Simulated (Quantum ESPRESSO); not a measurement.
Quantum ESPRESSO 7.5, DFT, PBE, plane waves, SSSP 1.1.2 efficiency PBE: CsCl-type NiAl, 4 atoms. Basis and mesh were picked for this test and aren't claimed converged.

```json
{
  "cell": "5.77, 2.89, 2.89 Å; 90, 90, 90°",
  "task": "scf",
  "k mesh": "6×12×12",
  "ecutwfc": "45 Ry",
  "ecutrho": "360 Ry",
  "occupations": "smearing",
  "smearing": "mv",
  "degauss": "0.02 Ry",
  "conv_thr": "4e-09 Ry",
  "tprnfor": "true",
  "tstress": "false",
  "k-point pools (-nk)": "8",
  "diagonalization": "david (default)",
  "k-points computed": "112",
  "bands": "25",
  "electrons": "42",
  "G-vectors of the density": "37557",
  "FFT grid": "72×36×36",
  "symmetry_operations": "16"
}
```

Settings of this run: mixing_mode = local-TF, mixing_beta = 0.1, mixing_ndim = 8; 8 ranks.

```tsv
SCF iteration	band solver's avg # of iterations (first pass)	estimated scf accuracy (Ry)
1	7.1	109.37535805
2	1.3	92.95190536
3	4.2	75.90581178
4	2.1	24.43209173
5	5.5	33.33025444
6	1.1	32.35772639
7	3.0	10.29694766
8	1.0	10.29078775
9	1.0	6.72943651
10	1.0	6.29286472
11	2.6	0.15564162
12	2.7	0.53802428
13	2.4	1.47655046
14	1.0	1.84740106
…	…	…
21	3.1	1.96223333
22	2.9	0.21895361
23	2.1	0.15087289
24	2.1	0.02351052
25	2.0	0.01264021
26	3.3	0.05533894
27	3.7	0.00543675
28	1.5	0.00948751
…	…	…
33	2.6	0.00000027
34	4.0	0.00000032
35	4.8	0.00000877
36	4.7	0.00000042
37	2.0	0.00000001
38	4.9	0.00000052
39	5.1	4.7E-09
40	1.0	3.6E-09
```

It converged after 40 SCF iterations.

Task: The cycle is slow. Which setting should be changed?

Result: This is not unique; one that fits is mixing_beta = 0.4 (16 SCF iterations) or mixing_beta = 0.7 (17 SCF iterations), all else kept. The other changes of this size gave: mixing_mode = plain (22); mixing_beta = 0.2 (26); mixing_mode = TF (44). The first change moves the result by: energy equal as printed. Counts are of single runs.
